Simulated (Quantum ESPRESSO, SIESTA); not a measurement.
A Quantum ESPRESSO input for a self-consistent single point of MgTe (F-43m, 2 atoms in the cell) (DFT, LDA (PZ), plane waves, GBRV 1.5 ultrasoft (LDA) pseudopotentials):

```fortran
&control
  calculation = 'scf',
  prefix = 'run',
  outdir = './tmp',
  pseudo_dir = './',
  tprnfor = .true.,
  tstress = .true.,
/
&system
  ibrav = 0,
  nat = 2,
  ntyp = 2,
  ecutwfc = 40,
  ecutrho = 200,
  occupations = 'smearing',
  smearing = 'fermi-dirac',
  degauss = 0.0036749,
/
&electrons
  conv_thr = 1.0d-9,
  mixing_beta = 0.7,
/
ATOMIC_SPECIES
Mg    24.3050  mg_lda_v1.4.uspp.F.UPF
Te   127.6000  te_lda_v1.uspp.F.UPF
ATOMIC_POSITIONS angstrom
Mg    0.000000000    0.000000000    0.000000000
Te    1.605000000    1.605000000    1.605000000
K_POINTS automatic
7 7 7  0 0 0
CELL_PARAMETERS bohr
   0.000000000     6.066020860     6.066020860
   6.066020860     0.000000000     6.066020860
   6.066020860     6.066020860     0.000000000
```

Question: Give the SIESTA input for the same structure, mesh, smearing and functional.

Answer: One input that does it (others would too):

```
# files in the folder: Mg.psml Te.psml (PseudoDojo LDA standard)
SystemName  MgTe
SystemLabel mgte

NumberOfAtoms                2
NumberOfSpecies              2
%block ChemicalSpeciesLabel
  1 12 Mg
  2 52 Te
%endblock ChemicalSpeciesLabel
LatticeConstant              1.0 Ang
%block LatticeVectors
     0.000000000    3.210000000    3.210000000
     3.210000000    0.000000000    3.210000000
     3.210000000    3.210000000    0.000000000
%endblock LatticeVectors
AtomicCoordinatesFormat      ScaledCartesian
%block AtomicCoordinatesAndAtomicSpecies
     0.000000000    0.000000000    0.000000000  1
     1.605000000    1.605000000    1.605000000  2
%endblock AtomicCoordinatesAndAtomicSpecies

XC.functional                LDA
XC.authors                   PW92
PAO.BasisSize                DZP
PAO.EnergyShift              0.01 Ry
MeshCutoff                   300 Ry
%block kgrid.MonkhorstPack
    7   0   0  0.0
    0   7   0  0.0
    0   0   7  0.0
%endblock kgrid.MonkhorstPack
OccupationFunction           FD
ElectronicTemperature        50.0 meV

MaxSCFIterations             150
SCF.Mixer.Method             Pulay
SCF.Mixer.Weight             0.2
SCF.Mixer.History            8
SCF.DM.Tolerance             1.0E-04
Diag.ParallelOverK           true
WriteForces                  true
```

Basis settings and potentials, where a program has them, do not carry over. This input uses DFT, LDA PW92, numerical atomic orbitals DZP, PseudoDojo LDA standard norm-conserving potentials (rewritten from UPF to PSML). LDA parametrisations can differ slightly between programs. Both were run: pressure -0.87 GPa in Quantum ESPRESSO and -0.11 in SIESTA; gap on the mesh 2.278 eV in Quantum ESPRESSO and 2.484 in SIESTA.

On SIESTA: the starting cell has typed, rounded lattice constants, without a prior relaxation at this level. Spin-orbit coupling is off. Values carry the incompleteness of an atom-centred basis.

On Quantum ESPRESSO: the starting cell has typed, rounded lattice constants, without a prior relaxation at this level. Spin-orbit coupling is off.
